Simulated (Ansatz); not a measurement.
LuI3 (model structure, started from the ReO3 type, Pm-3m, No. 221, 4 atoms in the cell)

Method: r²SCAN (Ansatz, a quantum-chemistry and plane-wave program, plane waves, PAW).

Run with plane-wave cutoff 560 eV, 6×6×6 k mesh, Fermi–Dirac smearing 0.01 eV, scalar-relativistic PAW data made under PBE.

Cell (relaxed with PBEsol):

```
CELL_PARAMETERS angstrom
      5.84354     0.00000     0.00000
      0.00000     5.84354     0.00000
      0.00000     0.00000     5.84354
ATOMIC_POSITIONS crystal
  Lu 0.00000 0.00000 0.00000
  I  0.50000 0.00000 0.00000
  I  0.00000 0.00000 0.50000
  I  0.00000 0.50000 0.00000
```

| Property | Value |
|---|---|
| band gap | 2.62 eV |
| smallest direct gap on the k points sampled | 3.15 eV |

Note: the relaxation could raise the start's symmetry but not lower it, so the cell can be a saddle point; cell and atoms aren't relaxed at this level (pressure 1.0 GPa).

Spin–orbit coupling is not included; with these elements it can move the gap by several tenths of an eV or more.

Static lattice: no zero-point or thermal effects.

A model structure was made by putting elements into a prototype or built by hand; it is no filed structure, need not be a known phase, and can be a saddle point held by its symmetry.
